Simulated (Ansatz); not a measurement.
## SnS₂ (Fd-3m, No. 227, 12 atoms in the cell; start mp-1095397; a measured phase of this formula has another space group)

These are dielectric-dependent PBEsol hybrid (plane waves, PAW; Ansatz, a quantum-chemistry and plane-wave program) values and carry that method's errors.

Numerical settings: plane-wave cutoff 460 eV, 4×4×4 k mesh, Fermi–Dirac smearing 0.01 eV, scalar-relativistic PAW data made under PBE.

Cell (relaxed with PBEsol):

```
SnS2
1.0
    0.00000     5.17876     5.17876
    5.17876     0.00000     5.17876
    5.17876     5.17876     0.00000
Sn S
4 8
Cartesian
  6.47345   3.88407   3.88407
  3.88407   3.88407   6.47345
  3.88407   6.47345   3.88407
  6.47345   6.47345   6.47345
  3.90116   6.45636   6.45636
  6.49054   6.49054   9.04574
  6.45636   3.90116   6.45636
  9.04574   9.04574   9.04574
  3.90116   3.90116   3.90116
  6.49054   9.04574   6.49054
  6.45636   6.45636   3.90116
  9.04574   6.49054   6.49054
```

- band gap: 1.87 eV
- smallest direct gap on the k points sampled: 2.00 eV

Note: cell and atoms aren't relaxed at this level (pressure -1.3 GPa).

Spin–orbit coupling is not included.

Static lattice: no zero-point or thermal effects.

A start named mp-… is a Materials Project structure, which need not be a measured phase.
